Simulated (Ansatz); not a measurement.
# ZrS2 in the CdI2 type structure (space group P-3m1, No. 164; layered, stacked along the Cartesian z axis)

```
CELL_PARAMETERS angstrom
      3.63482     0.00000     0.00000
     -1.81741     3.14785     0.00000
      0.00000     0.00000     5.71960
ATOMIC_POSITIONS crystal
  Zr 0.00000 0.00000 0.00000
  S  0.33333 0.66667 0.25534
  S  0.66667 0.33333 0.74466
```

Method: Kohn–Sham DFT with the PBE-D3(BJ) functional, run in Ansatz (a quantum-chemistry and plane-wave program) with PAW and 420 eV plane waves, no spin-orbit coupling. Settings: 10×10×6 k-points, 0.05 eV Fermi–Dirac smearing.

Volume per atom: 21.81 Å³
Density: 3.94 g/cm³
Band gap: 0.66 eV, indirect, Γ → L
Total energy: -1997.890 eV/atom (σ→0; compares only within this code and set-up)

Semilocal Kohn–Sham gaps tend to fall short of experiment. No phonon test of stability was made.
